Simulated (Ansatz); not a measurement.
# SrTiO3: element substitutions

The reference is SrTiO3 in the cubic perovskite structure (space group Pm-3m, No. 221).

```yaml
crystal:
  lattice:
    - [3.89108, 0.00000, 0.00000]
    - [0.00000, 3.89108, 0.00000]
    - [0.00000, 0.00000, 3.89108]
  atoms:
    - { symbol: Sr, position: [0.00000, 0.00000, 0.00000] }
    - { symbol: Ti, position: [0.50000, 0.50000, 0.50000] }
    - { symbol: O, position: [0.00000, 0.50000, 0.50000] }
    - { symbol: O, position: [0.50000, 0.50000, 0.00000] }
    - { symbol: O, position: [0.50000, 0.00000, 0.50000] }
```

Each row replaces one element on all its sites; cell and atoms are relaxed.

Method: Ansatz (a first-principles code), PBEsol, PAW, cutoff 420 eV, no spin-orbit coupling.

| case | band gap | shortest interatomic distance |
|---|---|---|
| base | 1.85 eV | 1.946 Å |
| Ti → Be | zero | 1.836 Å |
| Ti → Sc | zero | [?] |
| Ti → Zr | 3.31 eV | 2.065 Å |

Task: Some entries are withheld; estimate them.

Result: 
- Ti → Sc, shortest interatomic distance: 2.039 Å

Other magnetic orders, which the real material may have, were not ruled out. Stability against distortions was not tested. For SrBeO3 and SrScO3 in this form, whether it has been made was not checked. Spin-polarised in the final run: SrBeO3 and SrScO3; the other runs are not. Many cubic perovskites are stable only at high temperature; tilts and polar distortions were not tested.
